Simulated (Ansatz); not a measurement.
Nb2CS, pressure series

The reference is Nb2CS (space group P6_3/mmc, No. 194; a cell from a computed database, its experimental status unchecked).

```yaml
crystal:
  lattice:
    - [3.26835, 0.00000, 0.00000]
    - [-1.63417, 2.83047, 0.00000]
    - [0.00000, 0.00000, 11.56341]
  atoms:
    - { symbol: Nb, position: [0.66667, 0.33333, 0.90390] }
    - { symbol: Nb, position: [0.33333, 0.66667, 0.09610] }
    - { symbol: Nb, position: [0.33333, 0.66667, 0.40390] }
    - { symbol: Nb, position: [0.66667, 0.33333, 0.59610] }
    - { symbol: C, position: [0.00000, 0.00000, 0.00000] }
    - { symbol: C, position: [0.00000, 0.00000, 0.50000] }
    - { symbol: S, position: [0.33333, 0.66667, 0.75000] }
    - { symbol: S, position: [0.66667, 0.33333, 0.25000] }
```

Cell and atoms are relaxed at each pressure.

Method: Ansatz (an electronic-structure program), PBEsol, PAW, cutoff 420 eV, scalar-relativistic without spin-orbit coupling.

Notes on the quantities. enthalpy: H = E + PV relative to the base's energy.

```
change            c/a ratio       enthalpy     density
----------------  ---------  -------------  ----------
base                  3.538              –  7.14 g/cm³
pressure 0.3 GPa      3.539  +0.03 eV/atom  7.15 g/cm³
pressure 0.7 GPa      3.540  +0.06 eV/atom  7.16 g/cm³
pressure 1.5 GPa      3.541  +0.12 eV/atom  7.19 g/cm³
pressure 3 GPa        3.544  +0.25 eV/atom  7.23 g/cm³
pressure 5 GPa        3.548  +0.41 eV/atom  7.30 g/cm³
```

Load acts through the strain it causes; cell and atoms are relaxed under it. No phonon test of stability was made. Competing high-pressure phases were not computed. All final runs are without spin polarisation.
